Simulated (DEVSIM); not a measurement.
System: Co/AlN/SiO2/p-Si capacitor, at 250 K.

Layer 1 from the left is AlN, thickness (nm) 3.90. Layer 2 from the left is SiO2, thickness (nm) 1.20. Layer 3 from the left is Si, thickness (nm) 1300, Na (cm⁻³) 2.1e17.

Metal gate on the left, work function 5 eV. Fixed charge at the semiconductor interface -3.6e10 cm⁻² (in units of +e); no interface traps.

This is a model device: material constants are rounded textbook-type values typed into the input, and sizes, dopings and lifetimes were drawn at random. Values at 300 K; Nc and Nv go as T^1.5, mobilities as T to minus their exponent, the gap by Varshni's rule with the affinity fixed.

AlN: gap (eV) 6.1, affinity (eV) 1.9, permittivity 8.5. SiO2: gap (eV) 9, affinity (eV) 0.9, permittivity 3.9. Si: gap (eV) 1.124, affinity (eV) 4.05, permittivity 11.7, Nc (cm⁻³) 2.86e19, Nv (cm⁻³) 3.1e19, Varshni α (eV/K) 0.000473, Varshni β (K) 636.

Q: Estimate by hand the flat-band voltage, the threshold voltage, and compare with a numerical solution.

A: 
- Flat-band voltage: C = 1.16 μF/cm², work-function difference -0.084 V; VFB = φms − qNf/C = -0.08 V; numerical -0.08 V.
- Threshold voltage: φF = 0.467 V, depletion charge √(4εqNφF) = 2.55e-7 C/cm²; VT = VFB + 2φF + Qd/C = 1.08 V; numerical 1.08 V.

DEVSIM, 1D Poisson equation in equilibrium, Boltzmann statistics, complete ionisation; no quantum confinement or tunnelling. Metal contacts follow the ideal Schottky-Mott rule: no Fermi-level pinning, no interface dipoles.
